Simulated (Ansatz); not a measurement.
A constructed model of the (111) surface of fcc Al, a pseudomorphic layer of V in the other hollow (bottom of the slab: a bare face, its two planes held)

Computed with PBE (plane waves to 420 eV, PAW; Ansatz, a first-principles code).

Slab: 7 atoms, 14.0 Å thick at the start with caps and adatoms; k 15x15x1, smearing 0.1 eV, dipole-corrected; 2 atoms held, the rest relaxed; symmetry of the start imposed; spin-polarised, ending with about 1.7 μB a cell; orders that need a larger cell were not tried, no spin-orbit, no U. In PBE it lies 0.02 eV a 1x1 cell over the lowest computed structure of the same composition (a pseudomorphic layer of V in the host's stacking).

```json
{
 "work_function_of_the_top_face": "4.31 eV",
 "energy_released_by_relaxation": "0.10 eV",
 "magnetic_moment_of_the_cell": "1.71 μB",
 "cost": "very roughly 3 core-minutes"
}
```
